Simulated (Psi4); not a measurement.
Psi4 1.11, BP86/def2-svp: Si(H)(Me)(OMe)(NH2) (CO[SiH](C)N), 14 atoms. The geometry is a generated start, not checked to be a minimum at this level.

| Property | Result |
|---|---|
| task | energy |
| method | bp86 |
| basis | def2-svp |
| memory | 3 GB |
| maxiter | 100 |
| keys of the molecule block | symmetry c1 |
| scf_type | df (default) |
| guess | auto, which took SAD (default) |
| scf_initial_accelerator | adiis (default) |
| e_convergence | 1e-06 (default) |
| d_convergence | 1e-06 (default) |
| dft_radial_points | 75 (default) |
| dft_spherical_points | 302 (default) |
| basis functions | 119 |
| grid points | 299751 |

```xyz
14

Si     0.3005     0.1526    -0.4903
C      1.8659    -0.9032    -0.3659
N      0.3665     1.7568     0.1585
O     -0.7659    -0.7182     0.3745
C     -2.1239    -0.4461     0.5471
H     -0.1194     0.3631    -1.8801
H      1.7139    -1.8928    -0.7820
H      2.1918    -1.0267     0.6626
H      2.6757    -0.4379    -0.9167
H      0.9979     2.4258    -0.2486
H      0.3536     1.8689     1.1599
H     -2.6711    -0.6539    -0.3779
H     -2.5025    -1.0882     1.3414
H     -2.2831     0.5997     0.8175
```

One run each on 2 threads. Values of diis_max_vecs tried: 3, 6, 10 (default), 20.

Task: Which value of diis_max_vecs needs the fewest SCF iterations, and what happens away from it?

Result: Fewest SCF iterations, within one of each other: 6 with 10, 10 (default) with 10, 20 with 10. The count rises to 19 at 3. All converge to one solution.

| diis_max_vecs | SCF iterations | end |
|---|---|---|
| 3 | 19 | same solution |
| 6 | 10 | same solution |
| 10 (default) | 10 | same solution |
| 20 | 10 | same solution |
